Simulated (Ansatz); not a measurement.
Take TiAl (space group P4/mmm, No. 123; a = 2.8127 Å, c = 4.0616 Å; relaxed with 0.1 eV smearing) as the base. Axes: x, y, z lie along a, b, c of the conventional cell.

The values are results of Kohn–Sham DFT with the r2SCAN functional, run in Ansatz (an electronic-structure program) with PAW and 500 eV plane waves, no SOC, not measurements.

Perturbation: the cell is compressed by 1.00 % along z with no lateral relaxation, atoms relaxed at fixed cell.

Task: How does this affect the energy relative to the base and stress?

Result: The energy increases by 0.9 meV/atom; the stress (xx, yy, zz, yz, xz, xy; compression positive) is (0.9, 0.9, 1.9, 0.0, 0.0, 0.0) GPa.

The cells carry an imposed strain or load. Stability against distortions was not tested. All final runs are without spin polarisation.
